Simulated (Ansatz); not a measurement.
**A computed series for SnO2: pressure series**

Start from SnO2 in the rutile structure (space group P4_2/mnm, No. 136; a = 4.722 Å, c = 3.190 Å).

Cell and atoms are relaxed at each pressure.

Method: LDA (Ansatz, a quantum-chemistry and plane-wave program; PAW; 420 eV plane waves; no spin-orbit coupling).

| pressure (GPa) | volume per atom (Å³/atom) |
|---|---|
| -2 | 11.978 |
| -1 | 11.917 |
| 0 | 11.858 |
| 0.9 | 11.806 |
| 4.5 | ? |
| 9 | 11.395 |
| 15 | 11.137 |
| 22.5 | 10.856 |
| 30 | 10.608 |

**Question.** Fit the third-order Birch–Murnaghan form P(V) = (3B₀/2)[(V₀/V)^(7/3) − (V₀/V)^(5/3)]·[1 + (3/4)(B₀′ − 4)((V₀/V)^(2/3) − 1)] (squares taken in P) to the rows shown and predict the withheld row.

**Answer.** Least squares on the printed values gives V₀ = 11.858 Å³/atom, B₀ = 205 GPa, B₀′ = 4.9; this predicts 11.613 Å³/atom, and the run gives 11.613 Å³/atom, in agreement.

Measured bulk modulus of SnO2: 212 GPa (temperature not stated; as listed in Cormac Toher et al., Physical Review Materials (2017)); the computed value is for a static lattice, so the two differ by thermal effects too.

Load acts through the strain it causes; cell and atoms are relaxed under it. Whether these cells are dynamically stable was not tested. No other phases were tried under pressure.
